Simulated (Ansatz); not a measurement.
## LaS (Fm-3m): resistivity and electron-phonon coupling

Input:

```xyz
2
Lattice="0.0000 2.9027 2.9027 2.9027 0.0000 2.9027 2.9027 2.9027 0.0000" Properties=species:S:1:pos:R:3 pbc="T T T"
La     0.0000     0.0000     0.0000
S      2.9027     2.9027     2.9027
```

Calculation: PBEsol, DFPT electron-phonon coupling, linearised Boltzmann equation (plane waves, PAW, scalar-relativistic; Ansatz, a program for electronic structure). Geometry: relaxed with this functional, without spin-orbit coupling.

resistivity at 300 K: 13.9 μΩ·cm
electron mean free path at 300 K (weighted by the current that each state carries): 8.4 nm
electron-phonon coupling λ: 0.34
transport coupling λ_tr: 0.40
logarithmic mean phonon energy: 15.5 meV
density of states at the Fermi level: 0.58 states/(eV·spin·cell)
Drude plasma energy: 5.8 eV
Hall coefficient at 300 K: -28 ×10⁻¹¹ m³/C

A metal at this level (no band gap). Only scattering by harmonic phonons is included (no impurities, grain boundaries, electron-electron scattering or thermal expansion). Spin-orbit coupling is left out. The run warned that the eigensolver left some states short of its tolerance. Halving the electron mesh (24x24x24) moves the resistivity by up to 3 % at 300 K, the mean free path by up to 6 %, the coupling by up to 3 %. Smearing 0.20 eV; phonons on a 4x4x4 q mesh, which this run doesn't test and which matters most at low temperature.

Formula and space group known from diffraction (Crystallography Open Database), not checked to be the room-temperature form: LaS (Fm-3m).
